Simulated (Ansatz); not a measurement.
Here is the system:

```yaml
crystal:
  lattice:
    - [4.61558, 0.00000, 0.00000]
    - [0.00000, 4.61558, 0.00000]
    - [0.00000, 0.00000, 2.97531]
  atoms:
    - { symbol: Ti, position: [0.00000, 0.00000, 0.00000] }
    - { symbol: Ti, position: [0.50000, 0.50000, 0.50000] }
    - { symbol: O, position: [0.30480, 0.30480, 0.00000] }
    - { symbol: O, position: [0.80480, 0.19520, 0.50000] }
    - { symbol: O, position: [0.19520, 0.80480, 0.50000] }
    - { symbol: O, position: [0.69520, 0.69520, 0.00000] }
```

No spin polarisation.

Computed with plane-wave PAW DFT at the PBE level (Ansatz, an electronic-structure program, 420 eV), without spin-orbit coupling. Γ-centred 7×7×11 mesh, Fermi–Dirac width 0.05 eV.

Problem. Predict the band gap and space group.

Solution. 
- Band gap: 1.85 eV
- Space group: P4_2/mnm (No. 136)

The cells carry an imposed strain or load. Stability against distortions was not tested. The final runs are not spin-polarised. The cell was made from TiO2 in the rutile structure (space group P4_2/mnm, No. 136) by this change: biaxial strain −0.60 %, plane normal [001], relaxed out of plane.
